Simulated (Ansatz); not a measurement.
Take Mo in the bcc (W type) structure (space group Im-3m, No. 229; a = 3.1300 Å; relaxed with 0.1 eV smearing) as the base.

All numbers come from PBEsol, PAW, 420 eV (Ansatz, a quantum-chemistry and plane-wave program; without spin-orbit coupling).

For the base:

- Pressure = 0.0 GPa
- Band gap = zero

One thing is altered: an isotropic linear strain of −1.00 %; the atoms relax in the strained cell.

Q: What does the calculation give for the energy relative to the base after the change?

A: The energy grows by 12 meV/atom.

Q: How does this affect the pressure?

A: The pressure goes from zero to 9.0 GPa.

Q: How does this affect the band gap?

A: The band gap stays zero.

No phonon test of stability was made. All final runs are without spin polarisation.
